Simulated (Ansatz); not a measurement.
**ZnSiP2: pressure 9 GPa**

The parent structure is ZnSiP2 in the chalcopyrite structure (space group I-42d, No. 122; a = 5.419 Å, c = 10.539 Å).

The change: cell and atoms relaxed at a pressure of 9 GPa.

All numbers come from Ansatz (a program for electronic structure) PBE, scalar-relativistic without spin-orbit coupling. Settings: 9×9×9 k-points, 0.05 eV Fermi–Dirac smearing.

```csv
quantity,base,changed,shift
volume per atom,19.34 Å³,17.72 Å³,-1.625 Å³
density,3.34 g/cm³,3.64 g/cm³,+0.306 g/cm³
lattice parameter a,10.240 bohr,9.942 bohr,-0.298 bohr
c/a ratio,1.945,1.947,+0.002
shortest interatomic distance,4.293 bohr,4.184 bohr,-0.109 bohr
band gap,1.36 eV,1.14 eV,-0.214 eV
gap character,direct at Γ,direct at Γ,–
mean gap deformation potential ΔEg/Δln V,–,+2.4 eV,–
width of the top valence band,1.19 eV,1.38 eV,+0.19 eV
electron mass,"1.5 mₑ along c, 0.26 mₑ across (at Γ)","1.3 mₑ along c, 0.24 mₑ across (at Γ)",–
hole mass,"0.16 mₑ along c, 0.40 mₑ across (at Γ)","0.19 mₑ along c, 0.35 mₑ across (at Γ)",–
"valence-band top at Γ (three highest levels, from the VBM)","0.00, -0.13, -0.13 eV","0.00, -0.14, -0.14 eV",–
```

Final structure:

```
ZnSiP2
1.0
   -2.63055     2.63055     5.12041
    2.63055    -2.63055     5.12041
    2.63055     2.63055    -5.12041
Zn Si P
2 2 4
Cartesian
  0.00000   2.63055   2.56020
  0.00000   0.00000   0.00000
  2.63055   0.00000   2.56020
  0.00000   0.00000   5.12041
  1.31528   1.39202  -1.28010
  1.31528   1.23853   3.84030
  3.86908   1.31528   1.28010
 -1.23853   1.31528   6.40051
```

Cost of the whole job for the changed cell (relaxation, final SCF and bands): very roughly 5 core-minutes.

Load acts through the strain it causes; cell and atoms are relaxed under it. Effective masses come from finite differences of ±0.01 Å⁻¹. No phonon test of stability was made. Competing high-pressure phases were not computed.
